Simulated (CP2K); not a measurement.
**A self-consistent single point of C3N4 (Cmcm, 28 atoms in the cell) with CP2K**

Computed with PBEsol, GPW, DZVP-MOLOPT-SR-GTH basis, GTH-PBE potentials (GTH_POTENTIALS) in CP2K.

Input:

```
&GLOBAL
  PROJECT run
  RUN_TYPE ENERGY_FORCE
  PRINT_LEVEL MEDIUM
&END GLOBAL
&FORCE_EVAL
  METHOD Quickstep
  STRESS_TENSOR ANALYTICAL
  &DFT
    BASIS_SET_FILE_NAME BASIS_MOLOPT
    POTENTIAL_FILE_NAME GTH_POTENTIALS
    &QS
      METHOD GPW
      EPS_DEFAULT 1E-10
    &END QS
    &MGRID
      CUTOFF 400
      REL_CUTOFF 50
      NGRIDS 4
    &END MGRID
    &SCF
      SCF_GUESS ATOMIC
      EPS_SCF 1E-6
      MAX_SCF 100
      ADDED_MOS 21
      &DIAGONALIZATION
        ALGORITHM STANDARD
      &END DIAGONALIZATION
      &MIXING
        METHOD BROYDEN_MIXING
        ALPHA 0.2
        NBUFFER 10
        BETA 1
      &END MIXING
      &SMEAR ON
        METHOD GAUSSIAN
        SIGMA [eV] 0.05
      &END SMEAR
    &END SCF
    &KPOINTS
      SCHEME MACDONALD 3 3 3 0.1666666667 0.1666666667 0.1666666667
    &END KPOINTS
    &XC
      &XC_FUNCTIONAL
        &PBE
          PARAMETRIZATION PBESOL
        &END PBE
      &END XC_FUNCTIONAL
    &END XC
    &PRINT
      &MO
        EIGENVALUES T
        OCCUPATION_NUMBERS T
        NDIGITS 8
        FILENAME mo
        &EACH
          QS_SCF 0
        &END EACH
        ADD_LAST NUMERIC
      &END MO
      &MULLIKEN ON
      &END MULLIKEN
    &END PRINT
  &END DFT
  &SUBSYS
    &CELL
      ABC 7.13293000 7.13293006 7.13765000
      ALPHA_BETA_GAMMA 90.00000000 90.00000000 119.98108008
      PERIODIC XYZ
    &END CELL
    &COORD
      C        2.42319291     4.19425843     1.78441250
      C        1.14531209     1.98421757     5.35323750
      C        2.42212318     4.19487628     5.35323750
      C        1.14638182     1.98359972     1.78441250
      C        4.71359023     4.12709840     1.78441250
      C       -1.14508523     2.05137760     5.35323750
      C        1.21940619     6.14523580     5.35323750
      C        2.34909881     0.03324020     1.78441250
      C        7.07462942     0.03367269     1.78441250
      C       -3.50612442     6.14480331     5.35323750
      C       -0.13399720     4.19716232     1.78441250
      C        3.70250220     1.98131368     5.35323750
      N        1.14497857     3.45846373     1.78441250
      N        2.42352643     2.72001227     5.35323750
      N        2.36628528     5.53029208     1.78441250
      N        1.20221972     0.64818392     5.35323750
      N        3.60782031     4.81321816     5.35323750
      N       -0.03931531     1.36525784     1.78441250
      N        3.54771334     3.48058267     1.78441250
      N        0.02079166     2.69789333     5.35323750
      N        1.24200544     4.81229139     5.35323750
      N        2.32649956     1.36618461     1.78441250
      N       -2.41916617     5.51700836     1.78441250
      N        5.98767117     0.66146764     5.35323750
      N       -1.25845457     3.48157123     1.78441250
      N        4.82695957     2.69690477     5.35323750
      N        3.64457112     0.64972854     5.35323750
      N       -0.07606612     5.52874746     1.78441250
    &END COORD
    &KIND C
      BASIS_SET DZVP-MOLOPT-SR-GTH-q4
      POTENTIAL GTH-PBE-q4
    &END KIND
    &KIND N
      BASIS_SET DZVP-MOLOPT-SR-GTH-q5
      POTENTIAL GTH-PBE-q5
    &END KIND
  &END SUBSYS
  &PRINT
    &FORCES ON
    &END FORCES
    &STRESS_TENSOR ON
    &END STRESS_TENSOR
  &END PRINT
&END FORCE_EVAL
```

Log, with long lists cut:

```
 GLOBAL| Method name                                                        CP2K
 GLOBAL| Project name                                                        run
 GLOBAL| Run type                                                   ENERGY_FORCE

 CELL| Volume [angstrom^3]:                                           314.560781
 CELL| Vector a [angstrom]:       7.133     0.000     0.000   |a| =     7.132930
 CELL| Vector b [angstrom]:      -3.564     6.178     0.000   |b| =     7.132930
 CELL| Vector c [angstrom]:       0.000     0.000     7.138   |c| =     7.137650
 CELL| Angle (b,c), alpha [degree]:                                    90.000000
 CELL| Angle (a,c), beta  [degree]:                                    90.000000
 CELL| Angle (a,b), gamma [degree]:                                   119.981080
 CELL| Numerically orthorhombic:                                              NO
 CELL| Periodicity                                                           XYZ

 DFT| Spin restricted Kohn-Sham (RKS) calculation                            RKS
 DFT| Multiplicity                                                             1
 DFT| Number of spin states                                                    1
 DFT| Charge                                                                   0
 DFT| XC density smoothing                                                  NONE
 DFT| XC derivatives                                                          PW

 QS| Method:                                                                 GPW
 QS| Density plane wave grid type                        NON-SPHERICAL FULLSPACE
 QS| Number of grid levels:                                                    4
 QS| Density cutoff [a.u.]:                                                200.0
 QS| Multi grid cutoff [a.u.]: 1) grid level                               200.0
   [... lines left out ...]
 BRILLOUIN| Wavefunction type                                            COMPLEX
 BRILLOUIN| List of Kpoints [2 Pi/Bohr]                                       27
 BRILLOUIN| Number           Weight            X              Y              Z
 BRILLOUIN|     1           0.03704       -0.16667       -0.16667       -0.16667
 BRILLOUIN|     2           0.03704       -0.16667       -0.16667        0.16667
 BRILLOUIN|     3           0.03704       -0.16667       -0.16667        0.50000
   [... 24 lines left out ...]
 *******************************************************************************

 Extrapolation method: initial_guess

 Re-scaling the density matrix to get the right number of electrons
                  # Electrons              Trace(P)               Scaling factor
                          128               128.000                        1.000

 Number of electrons:                                                        128
 Number of occupied orbitals:                                                 64
 Number of molecular orbitals:                                                85

 Number of orbital functions:                                                364
 Number of independent orbital functions:                                    364
 SCF WAVEFUNCTION OPTIMIZATION

  Step     Update method      Time    Convergence         Total energy    Change
     1 NoMix/Diag. 0.20E+00      -     1.04641971      -227.4476012427 -2.27E+02
     2 Broy./Diag. 0.20E+00      -     0.14374517      -212.8082495211  1.46E+01
     3 Broy./Diag. 0.20E+00      -     0.22024001      -220.4413433193 -7.63E+00
     4 Broy./Diag. 0.20E+00      -     0.01610096      -225.8614171184 -5.42E+00
     5 Broy./Diag. 0.20E+00      -     0.01142019      -226.5515455598 -6.90E-01
     6 Broy./Diag. 0.20E+00      -     0.00389559      -226.8255510479 -2.74E-01
     7 Broy./Diag. 0.20E+00      -     0.00476163      -226.6051436486  2.20E-01
     8 Broy./Diag. 0.20E+00      -     0.00604014      -226.5519722389  5.32E-02
     9 Broy./Diag. 0.20E+00      -     0.00095903      -226.5501571984  1.82E-03
    10 Broy./Diag. 0.20E+00      -     0.00177797      -226.5954742636 -4.53E-02
    11 Broy./Diag. 0.20E+00      -     0.00019993      -226.6003587032 -4.88E-03
    12 Broy./Diag. 0.20E+00      -     0.00035632      -226.5914767742  8.88E-03
    13 Broy./Diag. 0.20E+00      -     0.00012441      -226.5874321514  4.04E-03
    14 Broy./Diag. 0.20E+00      -     0.00006234      -226.5841671674  3.26E-03
    15 Broy./Diag. 0.20E+00      -     0.00010133      -226.5827122877  1.45E-03
    16 Broy./Diag. 0.20E+00      -     0.00000611      -226.5823889919  3.23E-04
    17 Broy./Diag. 0.20E+00      -     0.00001273      -226.5829999792 -6.11E-04
    18 Broy./Diag. 0.20E+00      -     0.00000571      -226.5831877236 -1.88E-04
    19 Broy./Diag. 0.20E+00      -     0.00000233      -226.5832051122 -1.74E-05
    20 Broy./Diag. 0.20E+00      -     0.00000280      -226.5831684871  3.66E-05
    21 Broy./Diag. 0.20E+00      -     0.00000097      -226.5831193357  4.92E-05
  *** SCF run converged in    21 steps ***

  Electronic density on regular grids:       -127.9999999908        0.0000000092
  Core density on regular grids:              127.9999999929       -0.0000000071
  Total charge density on r-space grids:        0.0000000020
  Total charge density g-space grids:           0.0000000020

  Overlap energy of the core charge distribution:               0.00000241386351
  Self energy of the core charge distribution:               -557.62999655710894
  Core Hamiltonian energy:                                    166.60001156109453
  Hartree energy:                                             225.15559393354198
  Exchange-correlation energy:                                -60.70873068707984
  Smearing free energy correction:                             -0.00000000000000
  Fermi energy:                                                 0.12248756322880

  Total energy:                                              -226.58311933568874
  Total energy (extrapolated to sigma->0):                   -226.58311933568874

                     Mulliken Population Analysis

 #  Atom  Element  Kind  Atomic population                           Net charge
       1     C        1          3.904857                              0.095143
       2     C        1          3.904857                              0.095143
       3     C        1          3.904857                              0.095143
   [... 25 lines left out ...]
 # Total charge                            128.000000                  0.000000

 ENERGY| Total FORCE_EVAL ( QS ) energy [hartree]           -226.583124285410321

 FORCES| Atomic forces [hartree/bohr]
 FORCES|   Atom     x               y               z               |f|
 FORCES|      1  2.55351572E-04 -3.01729008E-04 -3.14933330E-16   3.95278155E-04
 FORCES|      2 -2.55351571E-04  3.01729006E-04  1.80653727E-15   3.95278152E-04
 FORCES|      3 -3.88959563E-04  7.03939072E-05  1.61685529E-15   3.95278186E-04
 FORCES|      4  3.88959564E-04 -7.03939083E-05 -3.21683010E-15   3.95278187E-04
 FORCES|      5  6.20408191E-04 -5.85319519E-04 -1.36386804E-15   8.52939191E-04
 FORCES|      6 -6.20408192E-04  5.85319519E-04 -5.44351323E-16   8.52939192E-04
   [... 17 lines left out ...]
 FORCES|     24  1.36583736E-04 -7.88755740E-05  7.23570762E-15   1.57722773E-04
 FORCES|     25  1.36851561E-03 -2.73449327E-03 -5.70559684E-15   3.05782413E-03
 FORCES|     26 -1.36851561E-03  2.73449329E-03  9.14663549E-15   3.05782414E-03
 FORCES|     27 -3.05246377E-03 -1.81070671E-04  1.22183346E-14   3.05782957E-03
 FORCES|     28  3.05246378E-03  1.81070711E-04  1.09423748E-15   3.05782958E-03
 FORCES| Sum    -1.19745965E-10  2.07937166E-10  1.08483155E-14
 FORCES| Total atomic force                                       2.39951998E-10

 STRESS| Analytical stress tensor [bar]
 STRESS|                        x                   y                   z
 STRESS|      x        4.72797409730E+02   3.72665052020E+02  -2.13822410763E-09
 STRESS|      y        3.72665052020E+02   9.02787158470E+02  -2.31152321561E-09
 STRESS|      z       -2.13822410763E-09  -2.31152321561E-09  -9.17798226587E+03
 STRESS| 1/3 Trace                                            -2.60079923256E+03
```

The run converged in 21 iterations.

The starting cell comes from a database of computed structures (which also holds hypothetical and non-ambient phases and stackings), without a prior relaxation at this level. Values carry the incompleteness of an atom-centred basis. The potentials were made for another functional than the one used.

Cost on one core of a shared machine: roughly 4 min.
